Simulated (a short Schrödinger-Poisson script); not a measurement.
System: MOS inversion layer, SiO2 on p-type Si(100), at 300 K.

From the gate side: 1.4 nm SiO2; 1100 nm Si, acceptors 1.5e17 cm⁻³.

The device is made up for the run: typed textbook-type constants, with dimensions and the other settings drawn at random. SiO2: permittivity 3.9, conduction-band edge (eV) 3.15, gap (eV) 9, electron mass (mₑ) 0.5. Si: permittivity 11.7, conduction-band edge (eV) 0, gap (eV) 1.124, Nv at 300 K (cm⁻³) 3.1e19.

Channel valleys (confinement mass, in-plane density-of-states mass, number): Δ2 0.916, 0.19, 2; Δ4 0.19, 0.417, 4. At the gate the conduction-band edge of layer 1 lies 3.51 eV − eVg above the Fermi level of the channel; the field vanishes at the back. Gaps are held at their typed values at every temperature. Mesh 0.03 nm at interfaces.

From a short Schrödinger-Poisson script (our own, NumPy): 1D Poisson equation in equilibrium, electrons quantum, Hartree (BenDaniel-Duke, 12 states a valley, the channel's in-plane mass for all, wave functions free to enter the dielectric), parabolic valleys, classical holes, full ionisation, no traps, pinning or gate leakage.

```tsv
Vg (V)	electrons (cm⁻²)	C (μF/cm²)	Δ2 E0 (meV from the Fermi level)	Δ4 E0 (meV from the Fermi level)
0.3	4.81e9	0.143	198.7	232.2
0.35	2.66e10	0.246	153.9	188.1
0.4	1.18e11	0.567	114.7	149.9
0.45	3.40e11	0.976	86.0	122.9
0.5	6.81e11	1.26	66.5	105.4
0.55	1.10e12	1.43	52.4	93.7
0.6	1.56e12	1.54	41.6	85.1
0.65	2.05e12	1.62	32.7	78.5
0.7	2.56e12	1.68	25.2	73.2
0.75	3.10e12	1.73	18.6	68.7
0.8	3.64e12	1.77	12.7	64.8
0.85	4.20e12	1.80	7.4	61.5
0.9	4.76e12	1.83	2.5	58.5
0.95	5.34e12	1.85	-2.1	55.7
1	5.92e12	1.87	-6.4	53.2
1.05	6.51e12	1.89	-10.5	50.9
1.1	7.10e12	1.90	-14.4	48.7
1.15	7.69e12	1.92	-18.1	46.7
```

Gate voltages with under 1e9 electrons/cm² are left out.

**Question.** At Vg = 1.15 V the lowest Δ2 subband lies at -18.1 meV from the Fermi level. How many electrons does it hold, and what share of all?

**Answer.** The two-dimensional density of states is g m/(πħ²) = 1.59e11 cm⁻² meV⁻¹ (both spins), kT = 25.9 meV, so n = D kT ln(1 + exp(−E/kT)) = 4.53e12 cm⁻², 0.59 of the 7.69e12 cm⁻² in all.

**Question.** Compare the slope of the sheet density between 1.05 and 1.15 V with the geometric capacitance of the layers between gate and channel.

**Answer.** q Δn/ΔV = 1.89 μF/cm²; ε0/Σ(t/ε) = 2.47 μF/cm². The ratio is 0.77: the channel acts as a further capacitance in series.
